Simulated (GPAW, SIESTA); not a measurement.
A SIESTA input for a self-consistent single point of Be3N2 (R3m, 5 atoms in the cell) (DFT, LDA PW92, numerical atomic orbitals TZP, PseudoDojo LDA standard norm-conserving potentials (rewritten from UPF to PSML)):

```
# files in the folder: Be.psml N.psml (PseudoDojo LDA standard)
SystemName  Be3N2
SystemLabel siesta

NumberOfAtoms                5
NumberOfSpecies              2
%block ChemicalSpeciesLabel
  1 4 Be
  2 7 N
%endblock ChemicalSpeciesLabel
LatticeConstant              5.032266 Ang
%block LatticeVectors
     0.276497506    0.159636037    0.947663140
    -0.276497506    0.159636037    0.947663140
     0.000000000   -0.319271875    0.947663140
%endblock LatticeVectors
AtomicCoordinatesFormat      Ang
%block AtomicCoordinatesAndAtomicSpecies
     0.000000000    0.000000859   12.289394341  1
    -0.000000000    0.000000318    4.545088852  1
     0.000000000    0.000000089    1.270576162  1
    -0.000000000    0.000000204    2.920851585  2
     0.000000000    0.000000708   10.135380751  2
%endblock AtomicCoordinatesAndAtomicSpecies

XC.functional                LDA
XC.authors                   PW92
PAO.BasisSize                TZP
PAO.EnergyShift              0.01 Ry
PAO.Polarization.NonPerturbative true
MeshCutoff                   350 Ry
%block kgrid.MonkhorstPack
    9   0   0  0.0
    0   9   0  0.0
    0   0   9  0.0
%endblock kgrid.MonkhorstPack
OccupationFunction           FD
ElectronicTemperature        10 K

MaxSCFIterations             150
SCF.Mixer.Method             Pulay
SCF.Mixer.Weight             0.2
SCF.Mixer.History            8
SCF.DM.Tolerance             1.0E-05
Diag.ParallelOverK           true
WriteForces                  true
```

**Question.** Write the same calculation as an input for GPAW.

**Answer.** This is the input that was run; spellings and numerical settings could be chosen otherwise.

```python
from ase import Atoms
from ase.units import GPa
from gpaw import GPAW

atoms = Atoms(['Be', 'Be', 'Be', 'N', 'N'],
              cell=[[1.391409, 0.803331, 4.768893],
                    [-1.391409, 0.803331, 4.768893],
                    [0.000000, -1.606661, 4.768893]],
              positions=[[0.000000, 0.000001, 12.289394],
                         [-0.000000, 0.000000, 4.545089],
                         [0.000000, 0.000000, 1.270576],
                         [-0.000000, 0.000000, 2.920852],
                         [0.000000, 0.000001, 10.135381]],
              pbc=True)

calc = GPAW(mode={'name': 'pw', 'ecut': 900},
            xc='LDA',
            kpts=(9, 9, 9),
            occupations={'name': 'fixed-uniform'},
            nbands=-6,
            convergence={'density': 1e-05, 'energy': 1e-05, 'bands': -4},
            symmetry={'symmorphic': False, 'tolerance': 0.0005},
            maxiter=100)

atoms.calc = calc

energy = atoms.get_potential_energy()
print('Energy (eV):', round(energy, 6))
forces = atoms.get_forces()
print('Forces (eV/Ang):')
print(forces.round(5))
stress = atoms.get_stress()
print('Stress (GPa, Voigt):', (stress / GPa).round(4))
```

Basis settings and potentials, where a program has them, do not carry over. This input uses DFT LDA (Perdew-Wang 92), plane waves, GPAW PAW datasets LDA (gpaw-data 1.0.1). LDA parametrisations can differ slightly between programs.

The starting cell comes from a database of computed structures (which also holds hypothetical and non-ambient phases and stackings), without a prior relaxation at this level. For this run, on top of that: lattice scaled by 0.98.
